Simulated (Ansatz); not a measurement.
PbSe (within 0.1 Å of I4/mmm, No. 139, 4 atoms in the cell; start mp-22009; a measured phase of this formula has another space group) was calculated with r²SCAN-D4 in Ansatz (plane waves, PAW).

Settings: plane-wave cutoff 500 eV, 10×10×10 k mesh, gaussian smearing 0.02 eV, scalar-relativistic PAW data made under PBE.

Cell (relaxed at this level):

```
CELL_PARAMETERS angstrom
      0.00000     6.62078     3.08554
      3.08554     0.00000     3.08554
      3.08554     6.62078     0.00000
ATOMIC_POSITIONS crystal
  Pb 0.13385 0.84925 0.15075
  Pb 0.84925 0.13385 0.86615
  Se 0.63867 0.34423 0.65577
  Se 0.34423 0.63867 0.36133
```

### Question
Give the computed band gap.

### Answer

- band gap: 0.86 eV (on the SCF k mesh)

Spin–orbit coupling is not included; with these elements it can move the gap by several tenths of an eV or more.

A start named mp-… is a Materials Project structure, which need not be a measured phase.

Ansatz is an electronic-structure program.
